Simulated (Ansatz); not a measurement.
Start from C in the diamond structure (space group Fd-3m, No. 227; a = 3.5603 Å). Axes: x, y, z lie along the cube axes.

The values are results of r2SCAN, PAW, 500 eV (Ansatz, an electronic-structure program; no spin-orbit coupling), not measurements.

Base values:

```
Property    Value
--------  -------
Band gap  4.36 eV
```

Perturbation: tensor shear ε_xy = +0.86 % (engineering shear γ = 0.0172), atoms relaxed at fixed cell.

Task: What does the calculation give for the band gap after the change?

Result: The band gap shrinks by 0.05 eV (4.36 eV → 4.31 eV).

Task: What happens to the stress?

Result: The stress (xx, yy, zz, yz, xz, xy; compression positive) comes out as (0.22, 0.22, 0.02, 0.00, 0.00, -10.10) GPa.

The cells carry an imposed strain or load. No phonon test of stability was made.
